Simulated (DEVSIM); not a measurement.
Structure: abrupt GaAs n-p junction, at 300 K.

Layer 1 from the left is GaAs, thickness (μm) 3.10, Nd (cm⁻³) 2.1e16, τn (s) 7.1e-9, τp (s) 7.1e-9. Layer 2 from the left is GaAs, thickness (μm) 190, Na (cm⁻³) 2.1e16, τn (s) 7.1e-10, τp (s) 7.1e-9.

Left contact: ohmic. Right contact: ohmic. Voltage is applied to the left contact. Recombination: SRH at mid-gap. Mobility is μmin + (μ − μmin)/(1 + (N/Nref)^α).

This is a model device: material constants are rounded textbook-type values typed into the input, and sizes, dopings and lifetimes were drawn at random. Values at 300 K.

GaAs: gap (eV) 1.424, affinity (eV) 4.07, permittivity 12.9, Nc (cm⁻³) 4.7e17, Nv (cm⁻³) 9e18, μn (cm²/Vs) 8500, μp (cm²/Vs) 400, μn,min 500, μp,min 20, Nref,n 6e16, Nref,p 1.5e17, αn 0.39, αp 0.38.

Problem. Estimate by hand the built-in potential, the peak field at zero bias, the capacitance at 3 V, and compare with a numerical solution.

Solution. 
- Built-in potential: ni = √(Nc Nv) exp(−Eg/2kT) = 2250000 cm⁻³ with Eg = 1.424 eV; Vbi = kT/q ln(Na Nd/ni²) = 1.187 V; numerical 1.187 V.
- Peak field at zero bias: depletion approximation: W = √(2εVbi/(qN)) = 0.401 μm with N = 1.05e16 cm⁻³; field = 2Vbi/W = 59100 V/cm; numerical 57800 V/cm (estimate above by 2.2 %).
- Capacitance at 3 V: C = √(qεN / 2(Vbi + |V|)) = 15.1 nF/cm²; numerical 15.2 nF/cm² (estimate below by 0.63 %).

Model (solved in DEVSIM): 1D drift-diffusion, Boltzmann statistics, complete ionisation; no tunnelling, impact ionisation, image-force lowering or self-heating.
